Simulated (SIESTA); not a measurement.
Worked example: self-consistent single point of Ag (Fm-3m, 1 atom in the cell) in SIESTA

Method of the run: GGA PBE, numerical atomic orbitals DZP, PseudoDojo PBE standard norm-conserving potentials (rewritten from UPF to PSML) (SIESTA 5.4.2).

Input:

```
# files in the folder: Ag.psml (PseudoDojo PBE standard)
SystemName  Ag
SystemLabel siesta

NumberOfAtoms                1
NumberOfSpecies              1
%block ChemicalSpeciesLabel
  1 47 Ag
%endblock ChemicalSpeciesLabel
LatticeConstant              1.0 Ang
%block LatticeVectors
     0.000000000    2.055225000    2.055225000
     2.055225000    0.000000000    2.055225000
     2.055225000    2.055225000    0.000000000
%endblock LatticeVectors
AtomicCoordinatesFormat      Fractional
%block AtomicCoordinatesAndAtomicSpecies
     0.000000000    0.000000000    0.000000000  1
%endblock AtomicCoordinatesAndAtomicSpecies

XC.functional                GGA
XC.authors                   PBE
PAO.BasisSize                DZP
PAO.EnergyShift              0.01 Ry
MeshCutoff                   400 Ry
%block kgrid.MonkhorstPack
    8   0   0  0.0
    0   8   0  0.0
    0   0   8  0.0
%endblock kgrid.MonkhorstPack
OccupationFunction           FD
ElectronicTemperature        1160.45 K

MaxSCFIterations             150
SCF.Mixer.Method             Broyden
SCF.Mixer.Weight             0.2
SCF.Mixer.History            8
SCF.DM.Tolerance             1.0E-04
Diag.ParallelOverK           true
WriteForces                  true
Charge.Mulliken              end
```

The program printed (abridged):

```
reinit: Reading from file input.fdf

reinit: System Name: Ag
reinit: System Label: siesta

coor:   Atomic-coordinates input format  =     Fractional

siesta: Atomic coordinates (Bohr) and species
siesta:      0.00000   0.00000   0.00000  1        1

siesta: System type = bulk

initatomlists: Number of atoms, orbitals, and projectors:      1    19    18

siesta: ******************** Simulation parameters ****************************
redata: Spin configuration                          = none
redata: Time-Reversal Symmetry                      = T
redata: Number of Atomic Species                    =        1
redata: Mesh Cutoff                                 =   400.0000 Ry
redata: Net charge of the system                    =     0.0000 |e|
redata: Min. number of SCF Iter                     =        0
redata: Max. number of SCF Iter                     =      150
redata: SCF convergence failure will abort job
redata: SCF mix quantity                            = Hamiltonian
redata: Mix DM or H after convergence               =   F
redata: Recompute H after scf cycle                 =   F
redata: Mix DM in first SCF step                    =   T
redata: No kicks to SCF
redata: DM Mixing Weight for Kicks                  =     0.5000
redata: Require Harris convergence for SCF          =   F
redata: Harris energy tolerance for SCF             =     0.000100 eV
redata: Require DM convergence for SCF              =   T
redata: DM tolerance for SCF                        =     0.000100
redata: Require EDM convergence for SCF             =   F
redata: EDM tolerance for SCF                       =     0.001000 eV
redata: Require H convergence for SCF               =   T
redata: Hamiltonian tolerance for SCF               =     0.001000 eV
redata: Require (free) Energy convergence for SCF   =   F
redata: (free) Energy tolerance for SCF             =     0.000100 eV
redata: Using DFT-D3 dispersion                     =   F
redata: Using Saved Data (generic)                  =   F
redata: Method of Calculation                       = Diagonalization
redata: Electronic Temperature                      =  1160.4500 K
redata: Number of TDED substeps                     =        3
redata: Dynamics option                             = Single-point calculation
redata: Save all siesta data in one NC              =   F
redata: ***********************************************************************

%block SCF.Mixers
  Broyden
%endblock SCF.Mixers

%block SCF.Mixer.Broyden
  # Mixing method
  method broyden

  # Mixing options
  weight 0.2000
  weight.linear 0.2000
  weight.prime 0.2000
  history 8
%endblock SCF.Mixer.Broyden

DM_history_depth set to one: no extrapolation allowed by default for geometry relaxation
Size of DM history Fstack: 1
Total number of electrons:    19.000000
Total ionic charge:    19.000000

* ProcessorY, Blocksize:    1  20

* Orbital distribution balance (max,min):    19    19

k-point displ. along   1 input, could be:     0.00    0.50
k-point displ. along   2 input, could be:     0.00    0.50
k-point displ. along   3 input, could be:     0.00    0.50
 Kpoints in:          320 . Kpoints trimmed:          296

siesta: k-grid: Number of k-points = 296
siesta: k-points from Monkhorst-Pack grid
siesta: k-cutoff (effective) =    11.626 Ang
siesta: k-point supercell and displacements
siesta: k-grid:     8     0     0      0.000
siesta: k-grid:     0     8     0      0.000
siesta: k-grid:     0     0     8      0.000

diag: Algorithm                                     = D&C
diag: Parallel over k                               =   F
diag: Use parallel 2D distribution                  =   F
diag: Parallel block-size                           = 20
diag: Parallel distribution                         =     1 x     1
diag: Used triangular part                          = Lower
diag: Absolute tolerance                            =  0.100E-15
diag: Orthogonalization factor                      =  0.100E-05
diag: Memory factor                                 =  1.0000

superc: Internal auxiliary supercell:     7 x     7 x     7  =     343
superc: Number of atoms, orbitals, and projectors:    343   6517   6174

                        Single-point calculation

superc: Internal auxiliary supercell:     7 x     7 x     7  =     343
superc: Number of atoms, orbitals, and projectors:    343   6517   6174

outcell: Unit cell vectors (Ang):
        0.000000    2.055225    2.055225
        2.055225    0.000000    2.055225
        2.055225    2.055225    0.000000

outcell: Cell vector modules (Ang)   :    2.906527    2.906527    2.906527
outcell: Cell angles (23,13,12) (deg):     60.0000     60.0000     60.0000
outcell: Cell volume (Ang**3)        :     17.3623
new_DM -- step:     1
Initializing Density Matrix...

Attempting to read DM from file... Failed...
DM filled with atomic data:

InitMesh: MESH = 30 x 30 x 30 = 27000
InitMesh: Mesh cutoff (required, used) =   400.000   441.659 Ry

stepf: Fermi-Dirac step function

        iscf     Eharris(eV)        E_KS(eV)     FreeEng(eV)     dDmax    Ef(eV) dHmax(eV)
   scf:    1    -4203.303535    -4212.858764    -4212.885540  1.145473 -0.186238 12.969440
   scf:    2    -4218.817274    -4216.237953    -4216.256729  0.557634 -1.237143  5.986613
   scf:    3    -4217.493837    -4217.097351    -4217.109296  0.344850 -1.984473  0.402870
   scf:    4    -4217.098618    -4217.099496    -4217.111234  0.023264 -2.066289  0.084987
   scf:    5    -4217.099226    -4217.099368    -4217.111116  0.020847 -2.127048  0.169633
   scf:    6    -4217.100319    -4217.100064    -4217.111902  0.015198 -2.119239  0.005229
   scf:    7    -4217.100037    -4217.100052    -4217.111899  0.001319 -2.118320  0.010378
   scf:    8    -4217.100056    -4217.100054    -4217.111900  0.000159 -2.118370  0.009185
   scf:    9    -4217.100059    -4217.100057    -4217.111901  0.000238 -2.118479  0.006984
   scf:   10    -4217.100067    -4217.100062    -4217.111902  0.000651 -2.118838  0.000447
   scf:   11    -4217.100063    -4217.100062    -4217.111902  0.000054 -2.118862  0.000267

SCF Convergence by DM+H criterion
max |DM_out - DM_in|         :     0.0000543119
max |H_out - H_in|      (eV) :     0.0002667090
SCF cycle converged after 11 iterations

Using DM_out to compute the final energy and forces

siesta: E_KS(eV) =            -4217.1001

siesta: E_KS - E_eggbox =     -4217.1001

siesta: Atomic forces (eV/Ang):
     1   -0.000000   -0.000000   -0.000000
   Tot   -0.000000   -0.000000   -0.000000
   Max    0.000000
   Res    0.000000    sqrt( Sum f_i^2 / 3N )
   Max    0.000000    constrained

Stress tensor Voigt[x,y,z,yz,xz,xy] (kbar):      -24.19      -24.19      -24.19       -0.24       -0.24       -0.24
(Free)E + p*V (eV/cell)    -4216.8497
Target enthalpy (eV/cell)    -4217.1119

siesta: Program's energy decomposition (eV):
siesta: Ebs     =      -601.972542
siesta: Eions   =      5529.672110
siesta: Ena     =       514.637612
siesta: Ekin    =      1441.438232
siesta: Enl     =       -52.920576
siesta: Eso     =         0.000000
siesta: Edftu   =         0.000000
siesta: DEna    =        38.283341
siesta: DUscf   =         1.250994
siesta: DUext   =         0.000000
siesta: Ex      =      -595.596328
siesta: Ec      =       -34.521228
siesta: Exc     =      -630.117556
siesta: Eharris =     -4217.100063
siesta: Etot    =     -4217.100062
siesta: FreeEng =     -4217.111902

siesta: Stress tensor (static) (eV/Ang**3):
siesta:    -0.015100   -0.000149   -0.000149
siesta:    -0.000149   -0.015100   -0.000149
siesta:    -0.000149   -0.000149   -0.015100

siesta: Cell volume =         17.362334 Ang**3

siesta: Pressure (static):
siesta:                Solid            Molecule  Units
siesta:           0.00016446          0.00016446  Ry/Bohr**3
siesta:           0.01509983          0.01509983  eV/Ang**3
siesta:          24.19259285         24.19259285  kBar

mulliken: Atomic and Orbital Populations:

Species: Ag
Atom  Qatom  Qorb
               4s      5s      5s      4py     4pz     4px     5py     5pz
               5px     4dxy    4dyz    4dz2    4dxz    4dx2-y2 4dxy    4dyz
               4dz2    4dxz    4dx2-y2
   1 19.000   2.002   0.944  -0.194   2.008   2.008   2.008   0.235   0.235
              0.235   1.771   1.771   1.804   1.771   1.804   0.122   0.122

              0.115   0.122   0.115

mulliken: Qtot =       19.000

Mulliken Atomic Populations:
Atom #   charge [q] valence [e]  Species
     1    -0.000000   19.000000  Ag
 Total    -0.000000
```

The run converged in 11 iterations.

The starting cell has typed, rounded lattice constants, without a prior relaxation at this level. Its lattice was rescaled by up to half a per cent. Values carry the incompleteness of an atom-centred basis.
